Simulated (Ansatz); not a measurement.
The parent structure is TlBr in the CsCl type structure (space group Pm-3m, No. 221).

```
CELL_PARAMETERS angstrom
      4.05322     0.00000     0.00000
      0.00000     4.05322     0.00000
      0.00000     0.00000     4.05322
ATOMIC_POSITIONS crystal
  Tl 0.00000 0.00000 0.00000
  Br 0.50000 0.50000 0.50000
```

The values are results of PBE (Ansatz, an electronic-structure program), without spin-orbit coupling, not measurements.

Strains are applied to the cell and any free atomic positions relax.

One change was made to it. Results:

```json
[
 {"quantity": "energy relative to the base (free energy F)", "base": "0 meV/atom", "after": "+10 meV/atom"},
 {"quantity": "gap character", "base": "direct at X", "after": "direct at X"}
]
```

Which change produced these results?
A. isotropic strain +2.50 %
B. isotropic strain −3.00 %
C. isotropic strain +1.00 %

A, isotropic strain +2.50 %. For comparison, the energy relative to the base in the other runs: isotropic strain +1.00 % gives +1.8 meV/atom; isotropic strain −3.00 % gives +19 meV/atom.

With Tl present, leaving out spin-orbit coupling can change the band edges. Stability against distortions was not tested.
